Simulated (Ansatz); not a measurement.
# Ge, response to strain

Take Ge in the diamond structure (space group Fd-3m, No. 227) as the base.

```yaml
crystal:
  lattice:
    - [0.00000, 2.81109, 2.81109]
    - [2.81109, 0.00000, 2.81109]
    - [2.81109, 2.81109, 0.00000]
  atoms:
    - { symbol: Ge, position: [0.00000, 0.00000, 0.00000] }
    - { symbol: Ge, position: [0.25000, 0.25000, 0.25000] }
```

Strains are applied to the cell and any free atomic positions relax.

Computed with DFT with LDA, PAW potentials and a 420 eV plane-wave cutoff in Ansatz (a program for electronic structure), no SOC.

Computed cases, in order: isotropic strain −3.00 %; isotropic strain −2.50 %; isotropic strain −2.00 %; isotropic strain −1.50 %; isotropic strain −1.00 %; isotropic strain −0.50 %; the unstrained base; isotropic strain +0.50 %; isotropic strain +1.00 %; isotropic strain +1.50 %; isotropic strain +2.00 %; isotropic strain +2.50 %; isotropic strain +3.00 %.

Task: Between which two neighbouring cases does the band gap open or close?

Result: Between isotropic strain −0.50 % (0.12 eV) and the unstrained base (zero). The whole series: isotropic strain −3.00 %: 0.32 eV; isotropic strain −2.50 %: 0.34 eV; isotropic strain −2.00 %: 0.30 eV; isotropic strain −1.50 %: 0.25 eV; isotropic strain −1.00 %: 0.20 eV; isotropic strain −0.50 %: 0.12 eV; the unstrained base: zero; isotropic strain +0.50 %: zero; isotropic strain +1.00 %: zero; isotropic strain +1.50 %: zero; isotropic strain +2.00 %: zero; isotropic strain +2.50 %: zero; isotropic strain +3.00 %: zero.

Whether these cells are dynamically stable was not tested. The zero or small gap of Ge can change with the level of theory.
